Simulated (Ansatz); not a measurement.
## Converging zone-centre phonons against the mesh: Sb (P6_3/mmc, 2 atoms in the cell)

```xyz
2
Lattice="3.3713 0.0000 0.0000 -1.6857 2.9196 0.0000 0.0000 0.0000 5.4975" Properties=species:S:1:pos:R:3 pbc="T T T"
Sb     0.0000     1.9464     1.3744
Sb     1.6857     0.9732     4.1231
```

Computed with LDA (PW92), default PAW files made with PBE (plane waves; Ansatz, a first-principles code).

Base settings: basis.ecutwfc = 30.9 Ry; kpoints.mp_grid.grid = 11 11 6; hamiltonian.xc = lda; hamiltonian.pseudopotentials = {kind: paw} (the program's default PAW files); scf.occupations.method = gaussian; scf.occupations.width = 0.0073 Ry.

In this ladder: phonons.method = dfpt.

Frequencies are those of the unrelaxed cell, without the LO-TO term of polar crystals.

Only quantities that move along the ladder and can be compared are tabulated.

Core times come from one kind of shared machine, to one figure; runs under 30 s give none.

The starting cell comes from a database of computed structures (which also holds hypothetical and non-ambient phases and stackings), without a prior relaxation at this level. Its lattice was rescaled by up to half a per cent. In the base run, with a pressure of about -3 GPa the cell is away from its equilibrium volume at this level.

```csv
kpoints.mp_grid.grid,highest zone-centre frequency (cm⁻¹),core time / last (rough)
3 3 2,163.1,–
4 4 2,74.9,–
5 5 3,100.6,–
6 6 3,63.4,–
7 7 4,53.3,–
9 9 5,0.0,–
13 13 7,0.0,–
17 17 9,0.0,0.1
21 21 11,36.3,0.4
26 26 14,48.2,1
```

Coarsest kpoints.mp_grid.grid that holds the highest zone-centre frequency within 10 cm⁻¹: not settled: the last two steps still differ by 12 cm⁻¹, over half the tolerance, so the ladder does not show it.

Two neighbours can agree and both be off: 9 9 5 and 13 13 7 differ by 0.0 cm⁻¹ in the highest zone-centre frequency, yet lie about 48 cm⁻¹ from the last step.

Keys are those of Ansatz 0.2.
